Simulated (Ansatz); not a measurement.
## Convergence study of the k-point mesh for CaGa₂ (P3m1, 6 atoms in the cell)

```
CaGa2
1.0
    4.46548     0.00000     0.00000
   -2.23274     3.86722     0.00000
    0.00000     0.00000     7.42460
Ca Ga
2 4
Direct
  0.00000   0.00000   0.25673
  0.00000   0.00000   0.75000
  0.33333   0.66667   0.04253
  0.66667   0.33333   0.95747
  0.66667   0.33333   0.54253
  0.33333   0.66667   0.45747
```

Computed with LDA (PW92), default PAW files made with PBE (plane waves; Ansatz, an electronic-structure program).

Base settings: basis.ecutwfc = 420 eV; kpoints.mp_grid.grid = 8 8 4; hamiltonian.xc = lda; hamiltonian.pseudopotentials = {kind: paw} (the program's default PAW files); scf.occupations.method = fermi_dirac; scf.occupations.width = 0.1 eV.

The second cell is the first with its lattice scaled by 0.98.

Only quantities that move along the ladder and can be compared are tabulated.

The count of work is k-points × plane waves × bands × iterations; it is no time. Core times come from one kind of shared machine, to one figure; runs under 30 s give none.

The starting cell comes from a database of computed structures (which also holds hypothetical and non-ambient phases and stackings), without a prior relaxation at this level. Its lattice was rescaled by up to half a per cent. One atom was moved a little off its site on purpose. In the base run, with a pressure of about -4 GPa the cell is away from its equilibrium volume at this level. Ansatz's pressure includes its estimate of the finite-basis (Pulay) stress.

```csv
kpoints.mp_grid.grid,free energy less the last step's (meV/atom),energy of the compressed cell less the first (meV/atom),pressure (GPa),largest difference of a force vector from the last step's (eV/Å),count of work / last,core time / last (rough)
2 2 1,165.25,-26.51,-4.49,0.728,0.0077,–
2 2 2,309.74,-24.52,-4.34,0.148,0.012,–
3 3 2,75.23,-24.39,-4.45,0.054,0.018,–
4 4 2,7.11,-25.21,-4.59,0.022,0.020,–
5 5 3,9.17,-24.29,-4.46,0.017,0.041,–
7 7 4,0.07,-23.63,-4.39,0.023,0.095,–
8 8 4,-0.45,-23.44,-4.37,0.020,0.12,–
9 9 5,-0.38,-23.38,-4.36,0.009,0.19,–
11 11 6,-0.39,-23.23,-4.34,0.002,0.32,0.3
14 14 7,-0.11,-23.26,-4.35,0.000,0.55,0.6
17 17 9,0.00,-23.29,-4.35,0.000,1.0,1
```

Coarsest kpoints.mp_grid.grid that holds the energy of the compressed cell less the first within 0.2 meV/atom of the last step, with all finer ones: 8 8 4, at 0.12 of the last step's count of work; the step before is off by 0.34 meV/atom.

Coarsest kpoints.mp_grid.grid that holds the pressure within 0.2 GPa of the last step, with all finer ones: 5 5 3, at 0.041 of the last step's count of work; the step before is off by 0.24 GPa.

Coarsest kpoints.mp_grid.grid that holds the forces within 0.005 eV/Å of the last step, with all finer ones: 11 11 6, at 0.32 of the last step's count of work and about 0.3 of the last step's time; the step before is off by 0.009 eV/Å.

The energy difference between the two cells stays within 1 meV/atom of the last step's from 5 5 3 on, the total only from 7 7 4 on: much of the error is common to both cells and cancels.

Two neighbours can agree and both be off: 2 2 2 and 3 3 2 differ by 0.13 meV/atom in the energy of the compressed cell less the first, yet lie about 1.1 meV/atom from the last step.

Keys are those of Ansatz 0.2.
